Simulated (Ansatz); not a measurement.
Defect migration in alpha quartz: interstitial Cu, charge state +1. These are PBE, PAW (plane waves to 420 eV; Ansatz, a first-principles code) values and carry that method's errors.

Cell of 243 host sites held at the relaxed PBE lattice; the Γ point alone; Fermi-Dirac width 0.01 eV, spin-restricted; finite-size errors left in. Energies are static. The charge state is imposed; whether it is stable for some Fermi level was not computed. Sites that were not tried may lie lower.

Barriers: single points on a 2×2×2 k-point mesh shifted by half a step along c at the bands' geometries.

Relaxed starting cell (atoms counted from 1):

```xyz
244
Lattice="15.0634 0.0000 0.0000 -7.5317 13.0453 0.0000 0.0000 0.0000 16.5285" Properties=species:S:1:pos:R:3 pbc="T T T"
Si    -1.1651     2.0260     1.8702
Si    -1.1866     2.0686     7.3439
Si    -1.1713     2.0725    12.8510
Si    -3.7053     6.4216     1.8521
Si    -3.7137     6.4240     7.3543
Si    -3.6891     6.4500    12.8482
Si    -6.2106    10.7883     1.8636
Si    -6.2056    10.7546     7.3424
Si    -6.2022    10.7770    12.8427
Si     3.8156     2.0701     1.8359
Si     3.8322     2.0695     7.3534
Si     3.8237     2.0753    12.8360
Si     1.2929     6.4349     1.8610
Si     1.2952     6.4117     7.3236
Si     1.2949     6.4280    12.8702
Si    -1.1957    10.7583     1.8471
Si    -1.1846    10.7816     7.3313
Si    -1.1975    10.7843    12.8544
Si     8.8243     2.0869     1.8204
Si     8.8469     2.0696     7.3447
Si     8.9308     1.9707    12.8157
Si     6.3345     6.4070     1.8195
Si     6.3320     6.4160     7.3421
Si     6.2635     6.5439    12.8373
Si     3.8194    10.7688     1.8438
Si     3.8276    10.7564     7.3365
Si     3.8338    10.7533    12.8417
Si     1.3149     2.2684     0.0040
Si     1.3292     2.3038     5.5205
Si     1.3211     2.2678    10.9996
Si    -1.1978     6.6291     0.0090
Si    -1.2217     6.6066     5.5015
Si    -1.1818     6.6466    10.9896
Si    -3.7014    10.9828     0.0134
Si    -3.6957    10.9906     5.5100
Si    -3.6986    10.9819    11.0055
Si     6.3152     2.2853     0.0000
Si     6.3363     2.2761     5.5097
Si     6.3562     2.2639    11.0203
Si     3.7902     6.6643     0.0342
Si     3.8180     6.6231     5.5058
Si     3.7621     6.6209    10.9995
Si     1.3062    10.9739     0.0189
Si     1.3330    11.0001     5.4986
Si     1.3104    10.9681    11.0151
Si    11.3884     2.2181     0.0192
Si    11.3606     2.2686     5.5128
Si    11.4108     2.2645    10.9848
Si     8.8606     6.5954    -0.0047
Si     8.8427     6.6170     5.5093
Si     8.8161     6.6199    11.0251
Si     6.3497    10.9942     0.0291
Si     6.3336    10.9392     5.5181
Si     6.3425    10.9704    11.0093
Si     2.3984     0.0147     3.6885
Si     2.3843    -0.0066     9.1716
Si     2.4079     0.0051    14.6926
Si    -0.1273     4.3443     3.6828
Si    -0.1133     4.3420     9.1751
Si    -0.1325     4.3468    14.7057
Si    -2.6431     8.6997     3.6773
Si    -2.6118     8.7116     9.1555
Si    -2.6256     8.7125    14.7041
Si     7.4106     0.0050     3.6652
Si     7.4200    -0.0099     9.1834
Si     7.4192    -0.0006    14.7110
Si     4.9019     4.3470     3.6739
Si     4.9274     4.3352     9.1978
Si     4.7729     4.3697    14.7323
Si     2.3867     8.7029     3.6758
Si     2.3405     8.6980     9.1507
Si     2.3833     8.7171    14.6965
Si    12.4403    -0.0222     3.6967
Si    12.4603    -0.0141     9.1590
Si    12.4540    -0.0152    14.6772
Si     9.9260     4.3429     3.6757
Si     9.9159     4.3394     9.1990
Si    10.0727     4.3460    14.7111
Si     7.4208     8.6911     3.6642
Si     7.4162     8.6953     9.1673
Si     7.4332     8.7247    14.6987
O      0.2698     1.7745     1.1489
O      0.2569     1.8186     6.6439
O      0.2798     1.8116    12.1673
O     -2.2651     6.1643     1.1469
O     -2.2782     6.1363     6.6494
O     -2.2789     6.1937    12.1042
O     -4.7751    10.5262     1.1468
O     -4.7600    10.5073     6.6438
O     -4.7709    10.4904    12.1305
O      5.2548     1.7924     1.1184
O      5.2684     1.7999     6.6426
O      5.3044     1.8479    12.1933
O      2.7507     6.1814     1.1798
O      2.7475     6.1564     6.6400
O      2.7290     6.1342    12.1556
O      0.2450    10.4755     1.1455
O      0.2622    10.5370     6.6348
O      0.2431    10.5079    12.1561
O     10.2559     1.8009     1.1033
O     10.2875     1.7985     6.6450
O     10.3671     1.7388    12.1385
O      7.7595     6.1084     1.0837
O      7.7711     6.1420     6.6400
O      7.6936     6.1720    12.1509
O      5.2614    10.5133     1.1367
O      5.2691    10.4494     6.6499
O      5.2707    10.4761    12.1335
O      0.8349     3.6850     4.8188
O      0.8371     3.6554    10.3080
O      0.8102     3.6473    15.8341
O     -1.7095     7.9926     4.8067
O     -1.6492     8.0274    10.2772
O     -1.6795     8.0076    15.8234
O     -4.1802    12.3789     4.8168
O     -4.1955    12.3650    10.3112
O     -4.1761    12.3621    15.8215
O      5.8498     3.6584     4.8036
O      5.8998     3.6642    10.3342
O      5.7790     3.6716    15.8137
O      3.3374     8.0054     4.7986
O      3.2710     7.9834    10.2822
O      3.3185     8.0427    15.8513
O      0.8562    12.3807     4.7821
O      0.8373    12.3659    10.3269
O      0.7903    12.3660    15.8741
O     10.8661     3.6460     4.8045
O     10.8597     3.6467    10.3363
O     10.9731     3.6214    15.8209
O      8.3563     7.9957     4.7995
O      8.3420     7.9947    10.3170
O      8.3762     7.9438    15.7677
O      5.8315    12.3271     4.8397
O      5.8547    12.3562    10.3159
O      5.8700    12.3567    15.8141
O      3.3298     0.6873     2.5309
O      3.3274     0.6850     8.0391
O      3.3651     0.7088    13.5733
O      0.8064     5.0468     2.5477
O      0.8287     5.0274     8.0387
O      0.8114     5.0497    13.5801
O     -1.6926     9.3764     2.5413
O     -1.6766     9.3896     8.0108
O     -1.6861     9.4132    13.5750
O      8.3158     0.7063     2.5035
O      8.3549     0.6905     8.0533
O      8.4315     0.6600    13.6034
O      5.8437     5.0331     2.5320
O      5.8548     5.0375     8.0638
O      5.7888     5.1222    13.6101
O      3.3325     9.3781     2.5316
O      3.3018     9.3853     8.0347
O      3.3469     9.3789    13.5629
O     13.4197     0.6458     2.5780
O     13.4110     0.6696     8.0313
O     13.3895     0.6934    13.5491
O     10.8747     5.0351     2.5460
O     10.8541     5.0567     8.0852
O     10.9616     5.0385    13.5629
O      8.3701     9.3922     2.5421
O      8.3872     9.3660     8.0501
O      8.3746     9.3983    13.5616
O      2.7634     2.5562     0.6900
O      2.7643     2.5801     6.2355
O      2.7853     2.5165    11.6716
O      0.2465     6.8985     0.7025
O      0.2305     6.8654     6.1820
O      0.2387     6.9113    11.7322
O     -2.2557    11.2462     0.7082
O     -2.2519    11.2670     6.2041
O     -2.2666    11.2621    11.7251
O      7.7564     2.5937     0.6844
O      7.7764     2.5474     6.2158
O      7.8242     2.4959    11.7354
O      5.2645     6.8758     0.6795
O      5.2587     6.8829     6.2134
O      5.1870     6.9565    11.7248
O      2.7493    11.2488     0.7114
O      2.7760    11.2619     6.2008
O      2.7569    11.2207    11.7134
O     12.8136     2.4705     0.7381
O     12.7975     2.5435     6.2212
O     12.8407     2.5450    11.6958
O     10.2878     6.8744     0.7035
O     10.2787     6.8874     6.2205
O     10.2277     6.8765    11.7782
O      7.7789    11.2799     0.7419
O      7.7781    11.2077     6.2128
O      7.7780    11.2414    11.7221
O      1.4618     1.1447     4.3842
O      1.4189     1.1001     9.8724
O      1.4473     1.1133    15.3920
O     -1.1127     5.4404     4.3693
O     -1.0550     5.4642     9.8812
O     -1.0901     5.4532    15.4140
O     -3.5804     9.8275     4.3762
O     -3.5565     9.8240     9.8720
O     -3.5892     9.8082    15.4175
O      6.4590     1.1132     4.3769
O      6.4623     1.0982     9.9029
O      6.4821     1.1679    15.3544
O      3.9466     5.4591     4.3731
O      3.9632     5.4324     9.9136
O      3.8523     5.4963    15.4096
O      1.4488     9.8280     4.3763
O      1.4044     9.8136     9.8727
O      1.4320     9.8434    15.3804
O     11.4922     1.1076     4.3794
O     11.5112     1.1196     9.8423
O     11.4822     1.0788    15.3929
O      8.9703     5.4533     4.3774
O      8.9448     5.4224     9.9374
O      9.0355     5.3969    15.4005
O      6.4538     9.7909     4.3684
O      6.4719     9.8132     9.8715
O      6.5059     9.8169    15.4437
O     -1.0528     3.2047     2.9839
O     -1.0751     3.2251     8.4882
O     -1.0796     3.2383    13.9843
O     -3.6097     7.5963     2.9709
O     -3.5798     7.5955     8.4774
O     -3.5765     7.6009    13.9867
O     -6.0911    11.9372     3.0082
O     -6.0957    11.9172     8.4775
O     -6.0668    11.9430    13.9698
O      3.9540     3.2320     2.9640
O      3.9856     3.2045     8.5150
O      3.8882     3.2836    13.9421
O      1.4075     7.6004     2.9885
O      1.3853     7.5910     8.4453
O      1.4398     7.5926    13.9983
O     -1.0678    11.9207     2.9797
O     -1.0681    11.9235     8.4901
O     -1.0674    11.9640    13.9750
O      8.9697     3.2416     2.9537
O      8.9709     3.2273     8.4874
O      9.0773     3.2228    13.9422
O      6.4842     7.5790     2.9328
O      6.4587     7.5830     8.4721
O      6.4164     7.6629    13.9830
O      3.9435    11.9281     2.9792
O      3.9703    11.9154     8.4723
O      3.9707    11.9225    13.9668
Cu     7.4169     4.1455    13.7830
```
Cell charge +1.

End state 1 differs by these moves (Å; atoms that move under 0.08 Å are left out):

```csv
atom,element,Δx,Δy,Δz
21,Si,-0.07,0.13,0.04
24,Si,0.05,-0.13,0.02
37,Si,-0.05,-0.13,0.02
49,Si,0.07,0.13,0.04
69,Si,0.00,-0.04,-0.08
91,O,-0.07,-0.05,0.01
102,O,-0.08,0.08,0.01
103,O,0.06,0.09,0.04
105,O,0.06,-0.07,0.02
120,O,0.01,-0.10,-0.04
123,O,0.05,-0.06,-0.04
132,O,0.06,0.09,0.01
138,O,-0.05,-0.06,-0.04
147,O,-0.06,0.09,0.01
150,O,-0.01,-0.10,-0.04
172,O,-0.06,-0.07,0.02
174,O,-0.06,0.09,0.04
177,O,0.07,-0.05,0.01
184,O,0.08,0.08,0.01
190,O,-0.08,-0.04,0.03
201,O,-0.07,-0.13,0.05
204,O,0.04,-0.08,0.03
213,O,0.04,0.08,0.04
228,O,-0.04,-0.08,0.03
230,O,0.08,-0.04,0.03
237,O,-0.04,0.08,0.04
240,O,0.07,-0.13,0.05
244,Cu,0.00,0.40,1.82
```

Predict the forward and backward barriers to end state 1 from PBE, PAW.

forward 0.087 eV, backward 0.087 eV; at the saddle point atom 244 has neighbours O at 2.01, O at 2.08, O at 2.09, O at 2.26 Å. The saddle point's order was not checked.
